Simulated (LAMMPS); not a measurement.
System: a melt made from Cu (fcc), 256 atoms, at 1770 K and 0 GPa, brought to that temperature within a few picoseconds.

Method: classical MD, pair style bop, file AlCu.bop.table (LAMMPS).

```
frequency (THz)  vibrational (phonon) density of states (1/THz)
---------------  ----------------------------------------------
0.06050                                                  0.0975
0.3025                                                   0.0991
0.5435                                                   0.1021
0.7855                                                   0.1046
1.028                                                    0.1047
1.268                                                    0.1061
1.510                                                    0.1100
1.752                                                    0.1114
1.994                                                    0.1120
2.236                                                    0.1165
2.478                                                    0.1221
2.718                                                    0.1248
2.960                                                    0.1254
3.202                                                    0.1240
3.444                                                    0.1234
3.686                                                    0.1236
3.928                                                    0.1199
4.168                                                    0.1165
4.410                                                    0.1156
4.652                                                    0.1135
4.893                                                    0.1120
5.136                                                    0.1125
5.377                                                    0.1125
5.619                                                    0.1147
5.861                                                    0.1189
6.103                                                    0.1191
6.344                                                    0.1177
6.585                                                    0.1187
6.828                                                    0.1207
7.069                                                    0.1213
7.311                                                    0.1199
7.553                                                    0.1156
7.793                                                    0.1064
8.035                                                    0.0920
8.277                                                    0.0740
8.518                                                    0.0548
8.761                                                    0.0387
9.003                                                    0.0277
9.244                                                    0.0200
9.486                                                    0.0146
9.727                                                    0.0110
9.968                                                    0.0085
10.21                                                    0.0068
10.45                                                    0.0054
10.69                                                    0.0043
10.94                                                    0.0035
11.18                                                    0.0029
11.42                                                    0.0024
11.66                                                    0.0020
11.90                                                    0.0017
```

Read from the full data:
- state found: liquid
- mean frequency of the vibrational (phonon) density of states: 4.5 THz

Caution: a run this short can hold a crystal over, or a liquid under, the potential's own melting point, which these runs don't give.
